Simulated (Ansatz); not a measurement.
**What isotropic strain −2.50 % does to HfN**

Consider HfN in the rock salt structure (space group Fm-3m, No. 225; a = 4.526 Å; relaxed with 0.1 eV smearing).

Modification: an isotropic linear strain of −2.50 %, atoms relaxed at fixed cell.

Calculations: DFT with r2SCAN, PAW potentials and a 500 eV plane-wave cutoff in Ansatz (a program for electronic structure), no SOC. k-mesh 22×22×22 (Γ-centred); smearing 0.1 eV (Fermi–Dirac).

| quantity | base | changed | shift |
|---|---|---|---|
| volume per atom | 11.59 Å³ | 10.74 Å³ | -0.85 Å³ |
| space group | Fm-3m (No. 225) | Fm-3m (No. 225) | – |
| shortest interatomic distance | 2.263 Å | 2.206 Å | -0.057 Å |
| energy relative to the base (free energy F) | 0 meV/atom | +62 meV/atom | +62 meV/atom |
| pressure | 0.0 GPa | 25.1 GPa | +25.1 GPa |
| band gap | zero | zero | – |

Whether these cells are dynamically stable was not tested. The final runs are not spin-polarised. An odd electron count without spin: HfN.
